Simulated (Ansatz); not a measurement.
# A computed series for TiSi2: pressure series

The parent structure is TiSi₂ (space group Cmcm, No. 63).

```yaml
crystal:
  lattice:
    - [1.75744, -6.67398, 0.00000]
    - [1.75744, 6.67398, 0.00000]
    - [0.00000, 0.00000, 3.55712]
  atoms:
    - { symbol: Si, position: [0.93996, 0.06004, 0.75000] }
    - { symbol: Si, position: [0.06004, 0.93996, 0.25000] }
    - { symbol: Si, position: [0.25043, 0.74957, 0.75000] }
    - { symbol: Si, position: [0.74957, 0.25043, 0.25000] }
    - { symbol: Ti, position: [0.60248, 0.39752, 0.75000] }
    - { symbol: Ti, position: [0.39752, 0.60248, 0.25000] }
```

Cell and atoms are relaxed at each pressure.

Method: PBEsol (Ansatz, a quantum-chemistry and plane-wave program, PAW, spin-orbit coupling left out).

Notes on the quantities. enthalpy: H = E + PV relative to the base's energy.

| change | shortest interatomic distance | density | enthalpy |
|---|---|---|---|
| base | 2.394 Å | 4.14 g/cm³ | – |
| pressure −2 GPa | 2.399 Å | 4.08 g/cm³ | -0.17 eV/atom |
| pressure −1 GPa | 2.397 Å | 4.11 g/cm³ | -0.09 eV/atom |
| pressure 0.3 GPa | 2.393 Å | 4.15 g/cm³ | +0.03 eV/atom |
| pressure 0.7 GPa | 2.392 Å | 4.16 g/cm³ | +0.06 eV/atom |
| pressure 1.5 GPa | 2.390 Å | 4.19 g/cm³ | +0.13 eV/atom |
| pressure 3 GPa | 2.386 Å | 4.23 g/cm³ | +0.26 eV/atom |
| pressure 5 GPa | 2.381 Å | 4.28 g/cm³ | +0.43 eV/atom |
| pressure 7.5 GPa | 2.375 Å | 4.35 g/cm³ | +0.63 eV/atom |
| pressure 10 GPa | 2.370 Å | 4.41 g/cm³ | +0.84 eV/atom |

Load acts through the strain it causes; cell and atoms are relaxed under it. No phonon test of stability was made. Competing high-pressure phases were not computed. All final runs are without spin polarisation.
